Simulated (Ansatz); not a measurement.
The parent structure is MgI₂ in the CdI2 type structure (space group P-3m1, No. 164; layered, stacked along the Cartesian z axis).

Space group P-3m1 (No. 164); a = b = 4.060 Å, c = 6.580 Å, α = β = 90.00°, γ = 120.00°

```csv
atom,site,symmetry,x,y,z
Mg,1a,-3m.,0.0000,0.0000,0.0000
I,2d,3m.,0.3333,0.6667,0.2540
```

Method: PBEsol-D3(BJ) (Ansatz, an electronic-structure program), no spin-orbit coupling.

Strains are applied to the cell and any free atomic positions relax.

One change was made to it. Results:

```csv
quantity,base,after
"valence-band top at Γ (three highest levels, from the VBM)","0.00, -0.14, -0.14 eV","0.00, -0.15, -0.15 eV"
energy relative to the base (free energy F),0 meV/atom,+0.5 meV/atom
"pressure (mean of the normal stresses, compression positive)",0.00 GPa,-0.34 GPa
```

What was done to the base?
(A) isotropic strain +2.00 %
(B) isotropic strain −2.50 %
(C) isotropic strain +0.50 %

C, isotropic strain +0.50 %. For comparison, the valence-band top at Γ in the other runs: isotropic strain +2.00 % gives 0.00, -0.19, -0.19 eV; isotropic strain −2.50 % gives 0.00, -0.10, -0.10 eV.

Spin-orbit coupling, missing from the scalar runs, can matter with I. The levels and masses belong to the bands next to the band gap. Stability against distortions was not tested.
